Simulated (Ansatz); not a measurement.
Band structure of KNa₂ (Fd-3m, 6 atoms in the cell).

```
KNa2
1.0
    0.00000     4.88287     4.88287
    4.88287     0.00000     4.88287
    4.88287     4.88287     0.00000
Na K
4 2
Direct
  0.12500   0.12500   0.12500
  0.62500   0.12500   0.12500
  0.12500   0.62500   0.12500
  0.12500   0.12500   0.62500
  0.75000   0.75000   0.75000
  0.50000   0.50000   0.50000
```

Method of the run: PBE (plane waves, PAW; Ansatz, a quantum-chemistry and plane-wave program).

Settings: basis.ecutwfc = 420 eV; kpoints.mp_grid.grid = 5 5 5; hamiltonian.xc = pbe; hamiltonian.pseudopotentials = {kind: paw} (the program's default PAW files); scf.occupations.method = methfessel_paxton; scf.occupations.width = 0.05 eV; kpoints.band_path.npoints = 6.

The starting cell was generated: these elements placed on a structure prototype, without a prior relaxation; it need not be a known phase or ordering of this composition. Its lattice was rescaled by a random factor within 2.5 % of one.

Levels in eV from the Fermi level, bands 24 to 31:
```tsv
point	24	25	26	27	28	29	30	31
Γ	-15.35	-3.33	0.97	0.97	0.97	1.00	1.27	1.27
X	-15.33	-1.74	-1.74	-0.10	-0.10	-0.03	-0.03	3.00
W	-15.33	-1.56	-1.56	-0.96	-0.96	1.54	1.54	1.57
K	-15.33	-1.74	-1.55	-1.16	0.09	0.12	1.40	2.23
L	-15.34	-2.22	-1.91	0.54	0.54	0.66	1.12	1.12
U	-15.33	-1.74	-1.55	-1.16	0.09	0.12	1.40	2.23
```

Bands cross the Fermi level along this path, so the cell is metallic at this level.

Keys are those of Ansatz 0.2.
